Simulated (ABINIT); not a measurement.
Worked example: self-consistent single point of Fe (Im-3m, 1 atom in the cell) in ABINIT.

Method: PBEsol, PAW (JTH v2.0 PBE PAW, files made for PBE) (plane waves; ABINIT 10.0.3).

```
Fe
1.0
   -1.43500     1.43500     1.43500
    1.43500    -1.43500     1.43500
    1.43500     1.43500    -1.43500
Fe
1
Cartesian
  0.00000   0.00000   0.00000
```
Moments meant for the start (each program seeds them in its own way; μB, in the order of the atoms Fe): 2.5.

Reference input (self-consistent single point, DFT, PBE, plane waves, PAW (JTH v2.0 PBE PAW)): pseudos = [Fe.GGA_PBE-JTH.xml]; ecut = 30 Ha; pawecutdg = 60 Ha; pawxcdev = 0; nsppol = 2; occopt = 3; tsmear = 0.1 eV; ngkpt = 11 11 11; nshiftk = 1; shiftk = 0 0 0; potentials = JTH v2.0 PBE PAW; nband = 15. This run's input differs from it in these lines:

```diff
@@ -16,2 +16,3 @@
 pawxcdev 0
+ixc -116133
 nsppol 2
```

Log, with long lists cut:

```
--- !BeginCycle
solver: {iscf: 17, nstep: 60, nline: 4, wfoptalg: 10, }
tolerances: {tolvrs: 1.00E-10, }
...

     iter   Etot(hartree)     deltaE(h) residm    nres2    magn
 ETOT  1  -122.70570816248    -1.23E+02 3.38E+01 2.66E+02 0.861
 ETOT  2  -124.52949386056    -1.82E+00 7.60E-02 3.01E+02 2.114
 ETOT  3  -124.36873155733     1.61E-01 1.75E-01 3.99E+00 1.864
 ETOT  4  -124.35800216546     1.07E-02 5.40E-02 6.97E+00 2.046
 ETOT  5  -124.35771208635     2.90E-04 1.69E-01 2.23E+00 2.107
   [... 7 lines left out ...]
 ETOT 13  -124.35817532616     2.73E-11 2.41E-04 3.03E-08 2.262
 ETOT 14  -124.35817532627    -1.13E-10 1.17E-04 9.11E-09 2.262
 ETOT 15  -124.35817532627    -3.55E-13 1.19E-04 1.51E-09 2.262
 ETOT 16  -124.35817532627    -1.99E-13 6.18E-05 6.87E-11 2.262
 At SCF step   16       nres2   =  6.87E-11 < tolvrs=  1.00E-10 =>converged.

 Cartesian components of stress tensor (hartree/bohr^3)
  sigma(1 1)=  5.43139719E-04  sigma(3 2)=  0.00000000E+00
  sigma(2 2)=  5.43139719E-04  sigma(3 1)=  0.00000000E+00
  sigma(3 3)=  5.43139719E-04  sigma(2 1)=  0.00000000E+00

 Integrated electronic and magnetization densities in atomic spheres:
 Radius=ratsph(iatom), smearing ratsm=  0.0000. Diff(up-dn)=approximate z local magnetic moment.
 Atom    Radius    up_density   dn_density  Total(up+dn)  Diff(up-dn)
    1   2.11532     8.344470     6.039182     14.383652     2.305288
  Sum:              8.344470     6.039182     14.383652     2.305288
 Total magnetization (from the atomic spheres):             2.305288
 Total magnetization (exact up - dn):                       2.261750

   [... lines left out ...]
 Fermi (or HOMO) energy (hartree) =   0.31055   Average Vxc (hartree)=  -0.46650
   [... lines left out ...]
'-kT*entropy'       : -1.23105188578306E-03
total_energy        : -1.24358173112589E+02
total_energy_eV     : -3.38395798469498E+03
...

-Cartesian components of stress tensor (GPa)         [Pressure= -1.5980E+01 GPa]
- sigma(1 1)=  1.59797195E+01  sigma(3 2)=  0.00000000E+00
- sigma(2 2)=  1.59797195E+01  sigma(3 1)=  0.00000000E+00
- sigma(3 3)=  1.59797195E+01  sigma(2 1)=  0.00000000E+00

 Calculation completed.
```

The run converged in 16 iterations. Against the reference run the pressure goes from -7.60 to -15.98 GPa and the size of the net moment stays at 2.26 μB/atom.

The starting cell has typed, rounded lattice constants, without a prior relaxation at this level. With one magnetic atom in the cell only a parallel order is possible. The potentials were made for another functional than the one used. With a pressure of about -16 GPa the cell is away from its equilibrium volume at this level.

Cost on one core of a shared machine: roughly 70 s.
